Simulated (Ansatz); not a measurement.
Start from Cu in the fcc (Cu type) structure (space group Fm-3m, No. 225; a = 3.564 Å). Axes: x, y, z lie along the cube axes.

Method: PBEsol/PAW in Ansatz (a quantum-chemistry and plane-wave program), spin-orbit coupling left out.

For the base:

The shortest interatomic distance comes out as 2.520 Å.

It is then changed as follows: uniaxial strain ε_zz = −2.20 %, all other strain components held at zero, atoms relaxed at fixed cell.

Estimate the effect on the shortest interatomic distance and energy relative to the base.

The shortest interatomic distance decreases by 0.028 Å (2.520 Å → 2.492 Å); the energy increases by 3.8 meV/atom.

Without a gap, meshes like the base's 22×22×22 leave anisotropic stresses uncertain by several tenths of a GPa, and small strain energies with them. No phonon test of stability was made. All final runs are without spin polarisation.
